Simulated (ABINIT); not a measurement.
ABINIT run on TiAl (P4/mmm, 2 atoms in the cell): self-consistent single point.

Method of the run: PBE, norm-conserving pseudopotentials (PseudoDojo nc-sr-05 PBE standard) (plane waves; ABINIT 10.0.3).

The change in words: lattice scaled by 0.98. Reference geometry:
```yaml
crystal:
  lattice:
    - [2.77618, 0.00000, 0.00000]
    - [0.00000, 2.77618, 0.00000]
    - [0.00000, 0.00000, 4.01640]
  atoms:
    - { symbol: Ti, position: [0.50000, 0.50000, 0.50000] }
    - { symbol: Al, position: [0.00000, 0.00000, 0.00000] }
```

Reference input (self-consistent single point, DFT, PBE, plane waves, norm-conserving pseudopotentials (PseudoDojo nc-sr-05 PBE standard)): pseudos = [Ti.upf, Al.upf]; ecut = 84 Ry; occopt = 3; tsmear = 0.00367493 Ha; ngkpt = 12 12 8; nshiftk = 1; shiftk = 0 0 0; potentials = PseudoDojo nc-sr-05 PBE standard; nband = 13; kptopt = 1; nstep = 100; toldfe = 1e-09 Ha. This run's input differs from it in these lines:

```diff
@@ -5,5 +5,5 @@
 rprim
-         5.2462160932    0.0000000000    0.0000000000
-         0.0000000000    5.2462160932    0.0000000000
-         0.0000000000    0.0000000000    7.5899016761
+         5.1412909399    0.0000000000    0.0000000000
+         0.0000000000    5.1412909399    0.0000000000
+         0.0000000000    0.0000000000    7.4381037560
 natom 2
@@ -13,3 +13,3 @@
 xcart
-         2.6231080466    2.6231080466    3.7949508381
+         2.5706454699    2.5706454699    3.7190518780
          0.0000000000    0.0000000000    0.0000000000
```

The program printed (abridged):

```
--- !BeginCycle
solver: {iscf: 7, nstep: 100, nline: 4, wfoptalg: 0, }
tolerances: {toldfe: 1.00E-09, }
...

     iter   Etot(hartree)      deltaE(h)  residm     vres2
 ETOT  1  -61.597985261504    -6.160E+01 3.370E-01 4.159E+01
 ETOT  2  -61.642414197354    -4.443E-02 1.411E-01 3.164E+02
 ETOT  3  -61.696040211721    -5.363E-02 5.426E-02 1.661E+01
 ETOT  4  -61.698723845254    -2.684E-03 1.925E-02 9.046E-03
 ETOT  5  -61.698727886683    -4.041E-06 8.885E-03 2.569E-04
 ETOT  6  -61.698728002459    -1.158E-07 3.884E-03 1.797E-05
 ETOT  7  -61.698728005104    -2.645E-09 2.343E-03 5.768E-06
 ETOT  8  -61.698728005981    -8.778E-10 2.924E-03 8.517E-09
 ETOT  9  -61.698728005988    -6.914E-12 2.257E-03 5.381E-12
 At SCF step    9, etot is converged :
  for the second time, diff in etot=  6.914E-12 < toldfe=  1.000E-09

 Cartesian components of stress tensor (hartree/bohr^3)
  sigma(1 1)= -5.20026145E-04  sigma(3 2)=  0.00000000E+00
  sigma(2 2)= -5.20026145E-04  sigma(3 1)=  0.00000000E+00
  sigma(3 3)= -5.00002386E-04  sigma(2 1)=  0.00000000E+00

 ----iterations are completed or convergence reached----

 reduced coordinates (array xred) for    2 atoms
       0.499999999990      0.499999999990      0.500000000000
      -0.000000000010     -0.000000000010      0.000000000000
 cartesian forces (eV/Angstrom) at end:
    1     -0.00000000000000    -0.00000000000000    -0.00000000000000
    2     -0.00000000000000    -0.00000000000000    -0.00000000000000
 frms,max,avg= 0.0000000E+00 0.0000000E+00   0.000E+00  0.000E+00  0.000E+00 e/A
   [... lines left out ...]
 Fermi (or HOMO) energy (hartree) =   0.36205   Average Vxc (hartree)=  -0.41851
   [... lines left out ...]
total_energy        : -6.16987280059883E+01
total_energy_eV     : -1.67890777144468E+03
band_energy         : -6.65345201623415E+00
...

-Cartesian components of stress tensor (GPa)         [Pressure=  1.5103E+01 GPa]
- sigma(1 1)= -1.52996948E+01  sigma(3 2)=  0.00000000E+00
- sigma(2 2)= -1.52996948E+01  sigma(3 1)=  0.00000000E+00
- sigma(3 3)= -1.47105756E+01  sigma(2 1)=  0.00000000E+00

 Calculation completed.
```

The run converged in 9 iterations. Against the reference run the free energy goes up by 58.5 meV/atom and the pressure goes from 5.90 to 15.10 GPa.

The starting cell comes from a database of computed structures (which also holds hypothetical and non-ambient phases and stackings), without a prior relaxation at this level. Its lattice was rescaled by a random factor within 2.5 % of one. For this run, on top of that: lattice scaled by 0.98. Spin polarisation is off. With a pressure of about 15 GPa the cell is away from its equilibrium volume at this level.

Cost on one core of a shared machine: roughly 5 min.
